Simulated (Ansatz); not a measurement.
Defect migration in rutile SnO2: interstitial H, charge state +1. Computed with PBE, PAW (plane waves to 420 eV; Ansatz, a quantum-chemistry and plane-wave program).

72-site cell at the relaxed PBE lattice, one k-point at (0.250, 0.250, 0.250), smearing 0.01 eV, spin-restricted, no finite-size correction. No zero-point or tunnelling terms. The charge state is imposed; whether it is stable for some Fermi level was not computed. Sites that were not tried may lie lower.

Barriers: single points on a 2×2×2 k-point mesh shifted by half a step at the bands' geometries.

A. one H atom jumps by itself; the atom moves 1.77 Å along (-0.07, 0.13, 0.50) of the unit cell; the moving atom starts with neighbours O at 1.00, O at 2.10 Å and ends with O at 1.00, O at 2.10 Å; saddle order not checked.
B. one H atom jumps by itself; the atom moves 1.02 Å along (0.07, 0.20, 0.00) of the unit cell; the moving atom starts with neighbours O at 1.00, O at 2.10 Å and ends with O at 1.00, O at 2.10 Å; saddle order not checked, on a symmetry element.

A band can be held on a symmetry element, so unchecked saddle points there may be too high.

Problem. Order them by forward barrier (lowest first) at the level PBE, PAW.

Solution. B (0.35 eV), A (0.68 eV)
